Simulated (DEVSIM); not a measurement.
Device: Schottky contact on p-type Si, at 300 K.

Layer 1 from the left is Si, thickness (μm) 0.560, Na (cm⁻³) 5.4e15, τn (s) 2.3e-5, τp (s) 2.3e-5.

Left contact: Schottky, work function 4.354 eV, emission velocity 9.8e6 cm/s. Right contact: ohmic. Voltage is applied to the left contact. Recombination: SRH at mid-gap, radiative. Mobility is μmin + (μ − μmin)/(1 + (N/Nref)^α).

This is a model device: material constants are rounded textbook-type values typed into the input, and sizes, dopings and lifetimes were drawn at random. Values at 300 K.

Si: gap (eV) 1.124, affinity (eV) 4.05, permittivity 11.7, Nc (cm⁻³) 2.86e19, Nv (cm⁻³) 3.1e19, μn (cm²/Vs) 1417, μp (cm²/Vs) 470, μn,min 52, μp,min 45, Nref,n 9.7e16, Nref,p 2.2e17, αn 0.68, αp 0.72, B (cm³/s) 4.7e-15.

Simulated with DEVSIM: 1D drift-diffusion, Boltzmann statistics, complete ionisation; no tunnelling, impact ionisation, image-force lowering or self-heating. Metal contacts follow the ideal Schottky-Mott rule: no Fermi-level pinning, no interface dipoles.

Dark forward current:

```csv
|V| (V),|J| (A/cm²)
0.05,2.760e-6
0.10,2.132e-5
0.15,0.0001461
0.20,0.0009806
0.25,0.006524
0.30,0.04298
0.35,0.2787
0.40,1.753
0.45,10.23
0.50,48.73
0.55,159.2
0.60,355.7
0.65,618.4
0.70,923.7
0.75,1253
0.80,1595
0.85,1942
0.90,2291
```

**Question.** Work out the local ideality factor n = ΔV / (kT/q · ln(J2/J1)) between the rows 0.15 and 0.20 V, 0.85 and 0.90 V.

**Answer.** kT/q = 25.85 mV. From 0.15 to 0.20 V: ln(0.0009806/0.0001461) = 1.904, n = 1.02, near the 1 of diffusion or emission over a barrier. From 0.85 to 0.90 V: ln(2291/1942) = 0.165, n = 11.70.

**Question.** Estimate the current at 0.25 V for emission alone, J0 = q v N_band exp(−φB/kT), and read the barrier back from the simulated current.

**Answer.** φB = 0.820 eV, N_band = 3.10e19 cm⁻³, J0 = 8.14e-7 A/cm²; J = J0 (exp(qV/kT) − 1) = 0.0129 A/cm². The simulation gives 0.00652 A/cm²; the estimate lies 98 % above. Read backwards, the simulated current gives an apparent barrier of 0.838 eV. The estimate leaves out transport through the depletion region and minority injection.
